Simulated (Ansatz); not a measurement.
Take CdSe in the zinc blende structure (space group F-43m, No. 216; a = 6.133 Å) as the base. Axes: x, y, z lie along the cube axes.

The values are results of plane-wave PAW DFT at the r2SCAN level (Ansatz, a first-principles code, 500 eV), scalar-relativistic without spin-orbit coupling, not measurements.

Before the change:

```
Quantity                            Result
---------------------  -------------------
Valence-band top at Γ  0.00, 0.00, 0.00 eV
Pressure                          0.01 GPa
Volume per atom                   28.84 Å³
```

Perturbation: biaxial strain −1.67 %, plane normal [111], relaxed out of plane (Cartesian); in-plane vectors clamped, the third vector and the atoms free.

Task: What does the calculation give for the valence-band top at Γ after the change?

Result: The valence-band top at Γ (three highest levels, from the VBM) goes from 0.00, 0.00, 0.00 eV to 0.00, 0.00, -0.16 eV.

Task: What does the calculation give for the energy relative to the base after the change?

Result: The energy grows by 4.4 meV/atom.

Task: How does this affect the pressure?

Result: The pressure (mean of the normal stresses, compression positive) rises by 0.965 GPa to 0.97 GPa.

Task: Estimate the effect on the volume per atom.

Result: The volume per atom decreases by 0.53 Å³ to 28.31 Å³.

The levels and masses belong to the bands next to the band gap. Whether these cells are dynamically stable was not tested.
